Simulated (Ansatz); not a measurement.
Take Se (space group P3_121, No. 152; a = 4.535 Å, c = 5.041 Å; made of chains) as the base.

(Cell as relaxed with PBE.)

Levels (all Ansatz, a first-principles code, PAW): PBE (420 eV, no spin-orbit coupling); r2SCAN (500 eV, without spin-orbit coupling).

Each level relaxes its own structure.

```tsv
base	PBE	r2SCAN
volume per atom	29.92 Å³	29.25 Å³
lattice parameter a	4.535 Å	4.506 Å
band gap	1.04 eV	1.33 eV
```

The change: an isotropic linear strain of +4.95 %, atoms relaxed at fixed cell.

```tsv
quantity	PBE	r2SCAN
band gap	0.76 eV	1.00 eV
shift of the gap caused by the change	-0.28 eV	-0.32 eV
pressure (mean of the normal stresses, compression positive)	-1.53 GPa	-2.01 GPa
electron mass	0.16 mₑ along c, 0.50 mₑ across (at H)	0.17 mₑ along c, 0.58 mₑ across (at H)
```

PBE's band gap lies 0.24 eV below r2SCAN's; PBE's shift of the gap caused by the change lies 0.04 eV above r2SCAN's; PBE's pressure lies 0.48 GPa above r2SCAN's. Neither level is exact; r2SCAN is the comparison here, not a measurement.

Masses are band curvatures over ±0.01 Å⁻¹ around the edge. Whether these cells are dynamically stable was not tested. No dispersion term is included, though the crystal is made of layers, chains or molecules, so its spacings can come out too wide.
